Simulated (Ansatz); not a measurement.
# Short convergence ladders for CaMg (Pmma, 4 atoms in the cell)

```yaml
crystal:
  lattice:
    - [5.69089, 0.00000, 0.00000]
    - [0.00000, 3.90916, 0.00000]
    - [0.00000, 0.00000, 5.71262]
  atoms:
    - { symbol: Ca, position: [0.75000, 0.50000, 0.74543] }
    - { symbol: Ca, position: [0.25000, 0.50000, 0.25457] }
    - { symbol: Mg, position: [0.75000, 0.00000, 0.24229] }
    - { symbol: Mg, position: [0.25000, 0.00000, 0.75771] }
```

Base method: LDA (PW92), default PAW files made with PBE (plane waves; Ansatz, a program for electronic structure).

Base settings: basis.ecutwfc = 420 eV; kpoints.mp_grid.grid = 6 9 6; hamiltonian.xc = lda; hamiltonian.pseudopotentials = {kind: paw} (the program's default PAW files); scf.occupations.method = fermi_dirac; scf.occupations.width = 0.1 eV.

Core times come from one kind of shared machine, to one figure; runs under 30 s give none.

**Zone-centre phonons against the cutoff**

In this ladder: phonons.method = dfpt.

The mesh stays at the base's, so the ladder's end is converged at best in this setting alone.

Frequencies are those of the unrelaxed cell, without the LO-TO term of polar crystals.

Only quantities that move along the ladder and can be compared are tabulated.

| basis.ecutwfc | highest zone-centre frequency (cm⁻¹) | lowest optical frequency (cm⁻¹) | core time / last (rough) |
|---|---|---|---|
| 210 eV | 188.7 | 55.8 | 0.2 |
| 250 eV | 185.1 | 40.4 | 0.2 |
| 295 eV | 183.9 | 40.0 | 0.3 |
| 420 eV | 184.0 | 41.0 | 0.4 |
| 630 eV | 184.0 | 41.0 | 1 |

Coarsest basis.ecutwfc that holds the highest zone-centre frequency within 2 cm⁻¹ of the last step, with all finer ones: 250 eV, at about 0.2 of the last step's time; the step before is off by 4.7 cm⁻¹.

Coarsest basis.ecutwfc that holds the lowest optical frequency within 10 cm⁻¹ of the last step, with all finer ones: 250 eV, at about 0.2 of the last step's time; the step before is off by 15 cm⁻¹.

**The force threshold of a relaxation**

On CaMg (Pmm2, 4 atoms in the cell): one atom moved by 0.15 angstrom.

In this ladder: relax = atoms.

The mesh stays at the base's, so the ladder's end is converged at best in this setting alone.

Only quantities that move along the ladder and can be compared are tabulated.

| relax.f_tol | free energy less the last step's (meV/atom) | largest force left (eV/Å) | relaxation steps | core time / last (rough) |
|---|---|---|---|---|
| 0.2 eV/Å | 0.61 | 0.0927 | 2 | 0.5 |
| 0.05 eV/Å | 0.00 | 0.0019 | 3 | 0.6 |
| 0.02 eV/Å | 0.00 | 0.0019 | 4 | 0.5 |
| 0.001 eV/Å | 0.00 | 0.0001 | 6 | 1 |

Coarsest relax.f_tol that holds the largest force left within 0.01 eV/Å of the last step, with all finer ones: 0.05 eV/Å; the step before is off by 0.093 eV/Å.

Coarsest relax.f_tol that holds the free energy within 0.5 meV/atom of the last step, with all finer ones: 0.05 eV/Å; the step before is off by 0.61 meV/atom.

On the base run: the starting cell comes from a database of computed structures (which also holds hypothetical and non-ambient phases and stackings), without a prior relaxation at this level. Its lattice was rescaled by up to half a per cent.

Keys are those of Ansatz 0.2.
